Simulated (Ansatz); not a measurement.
Rutile MgH2

Calculation: LDA in Ansatz (PAW).

Run with plane-wave cutoff 520 eV, 6×6×8 k mesh (along the axes of the cell as run), perturbation theory, scalar-relativistic PAW data made under PBE.

Cell: measured lattice: a = b = 4.501 Å, c = 3.010 Å, α = β = γ = 90.00°.

For rutile MgH2, the high-frequency dielectric constant (mean over three axes) is 4.27 and the static dielectric constant (mean over three axes) is 10.8.

Note: the cell isn't this level's own, so it is under some stress, which shifts stiffness and frequencies.

It cost roughly 2.5 core-minutes of CPU time.

Ansatz is a first-principles code.
